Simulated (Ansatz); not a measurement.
Ru on the (0001) surface of 4H silicon carbide (H on every top atom; a constructed slab, bottom: 1 H on 1 bottom sites), one in a cell of 33 Å², energies for each. Energies are against an atom of hcp Ru, without zero-point or thermal terms; each row is named by its start.

Host crystal: 4H silicon carbide, with a band gap (PBE, scalar-relativistic without spin-orbit coupling).

These are PBE (plane waves to 420 eV, PAW; Ansatz, a quantum-chemistry and plane-wave program) values and carry that method's errors.

Slab: 41 atoms, 10.8 Å thick at the start with caps and adatoms under the adsorbate (thin: gaps and levels are the slab's own); k 4x4x1, smearing 0.01 eV, dipole-corrected; 20 atoms held, the rest relaxed; each run with such symmetry as its start has; spin-polarised, no spin-orbit, no U, no dispersion correction.

A negative adsorption energy means that the adsorbate is more stable on the surface than in its reference. Starts that drift may end in the same place. Heights count from the host atoms within 0.3 Å of the top one.

| starting site | E_ads (eV) | height (Å) | nearest host atom (Å) | bonded to | change of the vacuum step (eV) | lateral drift (Å) | moment (μB) |
|---|---|---|---|---|---|---|---|
| top H | 6.51 | 1.94 | H 1.92 | H | 0.63 | 0.0 | 4.0 |
| hollow H-H-H over C at depth 2.1 Å | 4.08 | 0.33 | H 1.76 | 3 H + 3 Si | -0.57 | 0.0 | 2.0 |
| hollow H-H-H over C at depth 7.2 Å | 3.91 | 0.31 | H 1.77 | 3 H + 3 Si | -0.71 | 0.0 | 2.0 |
| bridge H-H (span 3.1 Å) | 3.91 | 0.31 | H 1.77 | 3 H + 3 Si | -0.70 | 0.9 | 2.0 |
